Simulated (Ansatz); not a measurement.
How far PBE and PBEsol part for hypothetical anatase PbF2, biaxial strain +0.92 %, plane normal [001], relaxed out of plane

The parent structure is PbF$_{2}$ in the anatase structure (space group I4_1/amd, No. 141; a = 4.722 Å, c = 13.053 Å; a hypothetical phase, not in the database extracts checked). Axes: x, y, z lie along a, b, c of the conventional cell.

(Cell as relaxed with PBE.)

Levels (all Ansatz, an electronic-structure program, PAW): PBE (420 eV, spin-orbit coupling left out); PBEsol (420 eV, no SOC).

Each level relaxes its own structure.

```json
[
 {"base": "volume per atom", "PBE": "24.25 Å³", "PBEsol": "23.17 Å³"},
 {"base": "lattice parameter a", "PBE": "8.923 bohr", "PBEsol": "8.790 bohr"}
]
```

The change: tensile biaxial strain of 0.92 % in the plane normal to [001], as in epitaxy on a mismatched substrate; the out-of-plane cell vector and the atoms relax.

```json
[
 {"quantity": "out-of-plane strain", "PBE": "-1.13 %", "PBEsol": "-1.18 %"},
 {"quantity": "shortest interatomic distance", "PBE": "4.687 bohr", "PBEsol": "4.617 bohr"}
]
```

PBE's out-of-plane strain lies 0.05 % above PBEsol's; PBE's shortest interatomic distance lies 0.070 bohr above PBEsol's (1.5 %). Neither level is exact; PBEsol is the comparison here, not a measurement.

Whether these cells are dynamically stable was not tested.
